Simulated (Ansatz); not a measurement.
**A computed series for NbP: response to strain**

Start from NbP (space group I4_1md, No. 109; a = 3.3469 Å, c = 11.4300 Å; relaxed with 0.1 eV smearing).

Strains are applied to the cell and any free atomic positions relax.

Calculations: DFT with PBE, PAW potentials and a 420 eV plane-wave cutoff in Ansatz (a first-principles code), scalar-relativistic without spin-orbit coupling.

Notes on the quantities. energy relative to the base: free energy F.

| isotropic strain (%) | energy relative to the base (meV/atom) |
|---|---|
| -2.67 | 66.4 |
| -1.96 | 34.9 |
| -0.97 | ? |
| 0 | 0.0 |
| 0.67 | 3.7 |

Fit ΔE = Aε² + Bε³ (ε in %) to the rows shown and predict the withheld row.

Least squares on the printed values gives A = 8.45 and B = -0.32 meV/atom (largest residual 0.0 meV/atom); this predicts 8.2 meV/atom, and the run gives 8.3 meV/atom, in agreement.

Whether these cells are dynamically stable was not tested. All final runs are without spin polarisation.
